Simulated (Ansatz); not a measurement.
Method: PBE (plane waves to 420 eV, PAW; Ansatz, a program for electronic structure).

Planar average of the electrostatic potential across the slab, in eV from the Fermi level, for the (100) surface of rock-salt TiN, all N sites of the top plane empty (bottom of the slab: a bare face, its two planes held):

```csv
z (Å),V (eV)
3.94,2.47
4.22,2.47
4.50,2.46
4.78,2.45
5.06,2.44
5.34,2.42
5.62,2.37
5.91,2.30
6.19,2.15
6.47,1.88
6.75,1.36
7.03,0.28
7.31,-2.20
7.59,-7.67
7.88,-14.85
8.16,-18.69
8.44,-16.45
8.72,-9.82
9.00,-3.99
9.28,-2.27
9.56,-4.90
9.84,-11.42
10.12,-17.67
10.41,-18.78
10.69,-13.96
10.97,-6.94
11.25,-2.94
11.53,-3.25
11.81,-7.69
12.09,-14.60
12.38,-18.86
12.66,-17.15
12.94,-10.59
13.22,-4.26
13.50,-2.04
13.78,-3.95
14.06,-10.30
14.34,-17.04
14.62,-18.89
14.91,-14.72
15.19,-8.00
15.47,-3.70
15.75,-3.65
16.03,-7.70
16.31,-14.22
16.59,-18.67
16.88,-17.17
17.16,-10.38
17.44,-3.68
17.72,-1.96
18.00,-4.43
18.28,-7.84
18.56,-9.74
18.84,-9.69
19.12,-7.58
19.41,-3.82
19.69,-0.43
19.97,1.31
20.25,2.35
20.53,2.97
20.81,3.33
21.09,3.55
21.38,3.67
21.66,3.74
21.94,3.77
22.22,3.80
22.50,3.81
22.78,3.81
23.06,3.82
```

Set-up: 11 atoms, 10.6 Å thick at the start with caps and adatoms (thin: gaps and levels are the slab's own); mesh 12x12x1; 0.1 eV smearing; dipole correction on; 4 atoms held, the rest relaxed; symmetry of the start imposed; no spin, no spin-orbit, no U. It is one candidate, not shown to be the stable structure of the face.

Task: The surface cell has an area of 9.02 Å². What dipole along the normal does the step between the two vacuum levels imply?

Result: the top vacuum level lies 1.35 eV above the bottom one; p = −ε₀ A ΔV (ε₀ = 0.005526 e/(V·Å)) gives -0.07 e·Å a cell.
